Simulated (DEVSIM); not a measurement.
Device: abrupt InP p-n junction, at 400 K.

Layer 1 from the left is InP, thickness (μm) 0.590, Na (cm⁻³) 3.2e17, τn (s) 1.9e-9, τp (s) 1.9e-9. Layer 2 from the left is InP, thickness (μm) 180, Nd (cm⁻³) 5.1e15, τn (s) 1.9e-9, τp (s) 1.9e-9.

Left contact: ohmic. Right contact: ohmic. Voltage is applied to the left contact. Recombination: SRH at mid-gap, radiative, Auger. Mobility is μmin + (μ − μmin)/(1 + (N/Nref)^α).

This is a model device: material constants are rounded textbook-type values typed into the input, and sizes, dopings and lifetimes were drawn at random. Values at 300 K; Nc and Nv go as T^1.5, mobilities as T to minus their exponent, the gap by Varshni's rule with the affinity fixed.

InP: gap (eV) 1.344, affinity (eV) 4.38, permittivity 12.5, Nc (cm⁻³) 5.7e17, Nv (cm⁻³) 1.1e19, μn (cm²/Vs) 5200, μp (cm²/Vs) 170, μn,min 400, μp,min 10, Nref,n 3e17, Nref,p 4.9e17, αn 0.47, αp 0.62, T exponent of μn 2, T exponent of μp 2, B (cm³/s) 1.2e-10, Cn (cm⁶/s) 9e-31, Cp (cm⁶/s) 9e-31, Varshni α (eV/K) 0.000363, Varshni β (K) 162.

Simulated with DEVSIM: 1D drift-diffusion, Boltzmann statistics, complete ionisation; no tunnelling, impact ionisation, image-force lowering or self-heating.

Q: What does the simulation give for the potential step across the device at zero bias, the dark forward voltage at 1 A/cm²?

A: potential step across the device at zero bias 0.997 V; dark forward voltage at 1 A/cm² 0.719 V.
